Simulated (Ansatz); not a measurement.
Take SrTiO3 in the cubic perovskite structure (space group Pm-3m, No. 221) as the base.

```
CELL_PARAMETERS angstrom
      3.89114     0.00000     0.00000
      0.00000     3.89114     0.00000
      0.00000     0.00000     3.89114
ATOMIC_POSITIONS crystal
  Sr 0.00000 0.00000 0.00000
  Ti 0.50000 0.50000 0.50000
  O  0.50000 0.00000 0.50000
  O  0.00000 0.50000 0.50000
  O  0.50000 0.50000 0.00000
```

Cartesian axes are those of the cell as printed.

Level of theory: PBEsol (Ansatz, a program for electronic structure, PAW, no SOC).

Perturbation: an isotropic linear strain of −1.20 %, atoms relaxed at fixed cell.

Problem. Predict the stress tensor and what it implies for the stiffness.

Solution. Stress of the strained cell less that of the base (GPa, compression positive):
```
   7.29    0.00    0.00
   0.00    7.29    0.00
   0.00    0.00    7.29
```

Then B = −ΔP/(ΔV/V₀) with ΔV/V₀ = -0.0356 gives secant stiffness values (nonlinear terms included at this strain): B ≈ 205 GPa.

As a check, the harmonic strain energy −½ V₀ Δσ:ε is 9.7 meV/atom; the computed energy rise is 9.2 meV/atom.

No phonon test of stability was made. The final runs are not spin-polarised. Many cubic perovskites are stable only at high temperature; tilts and polar distortions were not tested.
